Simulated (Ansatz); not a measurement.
**Y: tensor shear ε_xz = +0.57 %**

Base system: Y in the hcp (Mg type) structure (space group P6_3/mmc, No. 194; a = 3.5943 Å, c = 5.6099 Å; relaxed with 0.1 eV smearing). Axes: x lies along a and z along c of the hexagonal cell.

One thing is altered: a pure shear with ε_xz = ε_zx = 0.0057; the atoms relax in the strained cell.

Method: PBEsol (Ansatz, a quantum-chemistry and plane-wave program; PAW; 420 eV plane waves; no SOC). Γ-centred 18×18×11 mesh, Fermi–Dirac width 0.1 eV.

The volume per atom is still 31.38 Å³ and the shortest interatomic distance decreases by 1.6 pm to 347.3 pm. The energy rises by 0.3 meV/atom and the pressure (mean of the normal stresses, compression positive) is still 0.0 GPa. The band gap remains zero and the stress (xx, yy, zz, yz, xz, xy; compression positive) comes out as (0.0, 0.0, 0.0, 0.0, -0.3, 0.0) GPa.

Stability against distortions was not tested. All final runs are without spin polarisation.
